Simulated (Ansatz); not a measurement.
We consider BN (model structure, started from the MgO type, Pm-3n, No. 223, 12 atoms in the cell), described by PBEsol (Ansatz, a first-principles code, plane waves, PAW).

Settings: plane-wave cutoff 520 eV, 8×8×8 k mesh, Fermi–Dirac smearing 0.01 eV, scalar-relativistic PAW data made under PBE.

Cell (relaxed with PBEsol):

Space group Pm-3n (No. 223); a = b = c = 4.4194 Å, α = β = γ = 90.00°

```json
[
 {"atom": "B", "site": "6c", "symmetry": "-4m.2", "x": "0.0000", "y": "0.5000", "z": "0.2500"},
 {"atom": "N", "site": "6d", "symmetry": "-4m.2", "x": "0.0000", "y": "0.2500", "z": "0.5000"}
]
```

Task: Predict the band gap, smallest direct gap on the k points sampled and direct gap at Γ.

Result: 
- band gap: 4.39 eV (indirect)
- smallest direct gap on the k points sampled: 4.82 eV
- direct gap at Γ: 6.03 eV

Note: the relaxation could raise the start's symmetry but not lower it, so the cell can be a saddle point.

Static lattice: no zero-point or thermal effects.

The result took very roughly 20 core-seconds.

A model structure was made by putting elements into a prototype or built by hand; it is no filed structure, need not be a known phase, and can be a saddle point held by its symmetry.
